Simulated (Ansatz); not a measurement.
## What x(Ir) = 0.333, 3 atoms, P-3m1 does to Rh

Take Rh in the fcc (Cu type) structure (space group Fm-3m, No. 225; a = 3.800 Å) as the base.

The other end (x = 1) is Ir in the fcc (Cu type) structure (space group Fm-3m, No. 225): 14.20 Å³/atom, gap zero.

Now apply this change: Ir replaces 33.3 % of the Rh, ordered in a cell of 3 atoms (starting symmetry P-3m1) and fully relaxed.

Computed with DFT with r2SCAN, PAW potentials and a 500 eV plane-wave cutoff in Ansatz (an electronic-structure program), no spin-orbit coupling. Γ-centred 20×20×7 mesh, Fermi–Dirac width 0.05 eV, for the changed cell.

```json
[
 {"quantity": "volume per atom", "base": "13.72 Å³", "changed": "13.88 Å³", "shift": "+0.16 Å³"},
 {"quantity": "shortest interatomic distance", "base": "2.687 Å", "changed": "2.694 Å", "shift": "+0.007 Å"},
 {"quantity": "band gap", "base": "zero", "changed": "zero", "shift": "–"},
 {"quantity": "mixing energy (to 0.01 eV only: unlike meshes or grids)", "base": "–", "changed": "-0.02 eV/atom", "shift": "–"},
 {"quantity": "deviation of the volume from the linear (Vegard-type) interpolation", "base": "–", "changed": "0.0 %", "shift": "–"}
]
```

Each cell is one ordered arrangement of few atoms, which overstates ordering effects compared with a random alloy. Whether these cells are dynamically stable was not tested. All final runs are without spin polarisation. An odd electron count without spin: IrRh2.
